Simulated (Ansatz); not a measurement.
Base system: CaO in the zinc blende structure (space group F-43m, No. 216; a = 5.213 Å; a hypothetical phase, not in the database extracts checked). Axes: x, y, z lie along the cube axes.

Method: r2SCAN (Ansatz, a program for electronic structure; PAW; 500 eV plane waves; spin-orbit coupling left out).

Strains are applied to the cell and any free atomic positions relax.

One change was made to it. Results:

```json
[
 {"quantity": "electron mass", "base": "0.43 mₑ (at Γ)", "after": "0.42 mₑ (at Γ)"},
 {"quantity": "band gap", "base": "3.76 eV", "after": "3.18 eV"},
 {"quantity": "energy relative to the base (free energy F)", "base": "0 meV/atom", "after": "+113 meV/atom"}
]
```

Which change produced these results?
(A) isotropic strain +5.72 %
(B) isotropic strain −1.71 %
(C) strain tensor (xx, yy, zz, yz, xz, xy) = (−1.09, −1.83, −1.09, −0.24, +1.44, +0.63) %
(D) isotropic strain +3.51 %

A, isotropic strain +5.72 %. For comparison, the band gap in the other runs: isotropic strain −1.71 % gives 3.94 eV; strain tensor (xx, yy, zz, yz, xz, xy) = (−1.09, −1.83, −1.09, −0.24, +1.44, +0.63) % gives 3.88 eV; isotropic strain +3.51 % gives 3.40 eV.

Masses are band curvatures over ±0.01 Å⁻¹ around the edge. Whether these cells are dynamically stable was not tested.
